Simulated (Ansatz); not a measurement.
A self-consistent single point of Au (Fm-3m, 1 atom in the cell) with Ansatz (a program for electronic structure)

Method: PBE (plane waves, PAW; Ansatz).

Input:

Ansatz 0.2 input:
```yaml
crystal:
  lattice:
    - [0.000000, 2.116930, 2.116930]
    - [2.116930, 0.000000, 2.116930]
    - [2.116930, 2.116930, 0.000000]
  atoms:
    - { symbol: Au, position: [0.000000, 0.000000, 0.000000] }
basis:
  ecutwfc: 420.0
kpoints:
  mp_grid: { grid: [13, 13, 13] }
hamiltonian:
  xc: pbe
  pseudopotentials: { kind: paw }
scf:
  occupations: { method: gaussian, width: 0.136 }
output:
  forces: true
  eigenvalues: true
  stress: true
```

Output (repeated stretches shortened):

```
Pseudopotentials: kind: paw
Pseudopotential: Au, paw, valence charge 19
Crystal: 1 atoms, lattice volume = 18.974 Å³
Basis set: ecut = 420 eV, 339 PW (Γ), exchange–correlation on 48×48×48 points (8 copies of the dense FFT grid, shifted against one another)
Bands: 14, of which v1, the nominal top of the filled ones, is band 10 counted from 1 (9 counted from 0)
Symmetry: 48 space group operations
Space group: Fm-3m (ITA 225), of the structure as read, at distance tolerance 2.7e-5 Å
k-points: 84 of 2197
Initial density: superposition of atomic densities (neutral atoms: chi_scale 0, normalization atom), corrected by the library's trained network
Initial wavefunctions: pseudopotential atomic-orbital guess
Eigensolver: davidson
Functional: x = pbe(κ = 0.804, μ = 0.2195149727645171), c = pbe(β = 0.06672455060314922)
SCF iter   1: F=—  HF=-13149.307063 eV  |F-HF|=—  |Δ(HF+E_count)|=         —  Δρ=1.48e-3  dr2=1.03e-4  ethr=1.77e-3  ⟨swp⟩=4.7  Hψ=5822  notcnv=0
all-band conjugate gradients solve this SCF's bands
preconditioner: auto → none
SCF iter   2: F=—  HF=-13149.307432 eV  |F-HF|=—  |Δ(HF+E_count)|=   3.70e-4  Δρ=8.09e-4  dr2=2.93e-5  ethr=5.40e-7  ⟨swp⟩=2.5  Hψ=2592  notcnv=0
SCF iter   3: F=—  HF=-13149.307502 eV  |F-HF|=—  |Δ(HF+E_count)|=   6.95e-5  Δρ=1.61e-4  dr2=4.25e-6  ethr=1.54e-7  ⟨swp⟩=2.0  Hψ=1598  notcnv=0
iter 4 did not close the SCF: its close was put off for the readings that it lacked (scf_convergence_deferred on its scf_iter line)
SCF iter   4: F=-13149.307501 eV  HF=-13149.307501 eV  |F-HF|=1.22e-9  |Δ(HF+E_count)|=   5.82e-7  Δρ=3.32e-5  dr2=9.89e-8  ethr=2.24e-8  ⟨swp⟩=2.0  Hψ=1624  notcnv=0
iter 5 did not close the SCF: its close was put off for the readings that it lacked (scf_convergence_deferred on its scf_iter line)
SCF iter   5: F=-13149.307501 eV  HF=-13149.307501 eV  |F-HF|=4.53e-9  |Δ(HF+E_count)|=   3.49e-8  Δρ=7.89e-6  dr2=8.97e-9  ethr=5.20e-10  ⟨swp⟩=2.3  Hψ=1989  notcnv=0
SCF iter   6: F=-13149.307501 eV  HF=-13149.307501 eV  |F-HF|=1.64e-11  |Δ(HF+E_count)|=  6.60e-10  Δρ=7.35e-7  dr2=5.14e-11  ethr=4.72e-11  ⟨swp⟩=2.1  Hψ=4040  notcnv=0
SCF 1 converged in 6 iterations: F = -13149.307501 eV  dr2 = 5.14e-11
SCF converged after 6 iterations
Free energy (F): -13149.307501 eV
Harris-Foulkes:  -13149.307501 eV  (|F-HF|=1.64e-11)
Internal energy: -13149.303681 eV  (E = F + TS)
E sigma→0 (E₀):  -13149.305591 eV
Entropy (-TS):   -0.003820 eV (-3.820 meV/atom)
Fermi energy:    17.961583 eV
--- Per-component energies (eV) ---
  E_band       = -251.981752
  E_kinetic    = 603.188114
  E_local      = -1862.991103  (includes V_loc(G=0)·N_el)
  E_nonlocal   = 74.533713
  E_hartree    = 784.518525
  E_xc         = -227.127483
  E_vxc        = -274.015109  (∫ρ·V_xc dr)
  E_paw        = -9706.813206  (= ΣΔE_a)
  E_vpaw       = -361.735460  (= ΣTr[D̂ρ^β])
  E_aug_tail   = 0.001401  (compensation charges beyond the density's cutoff)
  E_ewald      = -2814.613642
  E_smearing   = -0.003820  (= −TS)
  E_closure    = 0.000000  (closes the sum)
  Σ components = -13149.307501   (vs F -13149.307501, Δ=0.00e0)
--- Forces (eV/Å), atoms counted from 1 ---
  atom   1  Au    -0.00000000     0.00000000     0.00000000
  max |Σ_I F_I| component: 4.93e-32 eV/Å
--- Stress (GPa, compression-positive) ---
       -6.522327       0.000000       0.000000
       -0.000000      -6.522327       0.000000
        0.000000       0.000000      -6.522327
  P = ⅓ Tr σ = -6.5223 GPa (-65.223 kbar)
  The stress holds the Pulay correction. Without it, at fixed plane waves, as pw.x and ABINIT print it: P = -6.5707 GPa
--- Band table (eV; the first three rows and the last of 84) ---
  k-point 0: bands = ["-87.2509", "-38.6313", "-38.6313", "-38.6313", "9.0423", "13.6749", "13.6749", "13.6749", "14.9306", "14.9306", "32.3949", "35.7836", "35.7836", "35.7836"]
  k-point 1: bands = ["-87.2505", "-38.6395", "-38.6326", "-38.6326", "9.2296", "13.6225", "13.7340", "13.7340", "14.9067", "14.9067", "32.5611", "34.5427", "35.9603", "35.9603"]
  k-point 2: bands = ["-87.2494", "-38.6620", "-38.6361", "-38.6361", "9.7620", "13.5164", "13.8629", "13.8629", "14.8868", "14.8868", "31.7883", "33.2965", "36.3863", "36.3863"]
  k-point 83: bands = ["-87.2421", "-38.7320", "-38.7206", "-38.6851", "12.6558", "13.1197", "13.4708", "14.8748", "16.1377", "21.4878", "23.6549", "24.3509", "26.9716", "39.0458"]
```

The run converged in 6 iterations.

The starting cell comes from a database of computed structures (which also holds hypothetical and non-ambient phases and stackings), without a prior relaxation at this level. Its lattice was rescaled by a random factor within 2.5 % of one. Spin-orbit coupling is off. With a pressure of about -7 GPa the cell is away from its equilibrium volume at this level. Ansatz's pressure includes its estimate of the finite-basis (Pulay) stress.
